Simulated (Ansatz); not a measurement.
Consider Si in the diamond structure (space group Fd-3m, No. 227; a = 5.4443 Å). Axes: x, y, z lie along the cube axes.

Method: r2SCAN in Ansatz (plane waves to 500 eV, PAW, scalar-relativistic without spin-orbit coupling).

Strains are applied to the cell and any free atomic positions relax; under biaxial strain the out-of-plane vector relaxes too.

One change was made to it. Results:

```json
[
 {"quantity": "band gap", "base": "0.78 eV", "after": "0.47 eV"},
 {"quantity": "smallest direct gap", "base": "2.74 eV", "after": "2.44 eV"}
]
```

Question: Which change produced these results?
A. strain tensor (xx, yy, zz, yz, xz, xy) = (+0.54, −0.99, +0.05, −0.35, −1.55, −0.10) %
B. strain tensor (xx, yy, zz, yz, xz, xy) = (−1.22, −1.92, −1.32, +0.31, +0.11, +0.50) %
C. biaxial strain −1.51 %, plane normal [001], relaxed out of plane
D. isotropic strain +0.79 %

Answer: A, strain tensor (xx, yy, zz, yz, xz, xy) = (+0.54, −0.99, +0.05, −0.35, −1.55, −0.10) %. For comparison, the band gap in the other runs: strain tensor (xx, yy, zz, yz, xz, xy) = (−1.22, −1.92, −1.32, +0.31, +0.11, +0.50) % gives 0.57 eV; biaxial strain −1.51 %, plane normal [001], relaxed out of plane gives 0.59 eV; isotropic strain +0.79 % gives 0.82 eV.

No phonon test of stability was made.

Ansatz is a program for electronic structure.
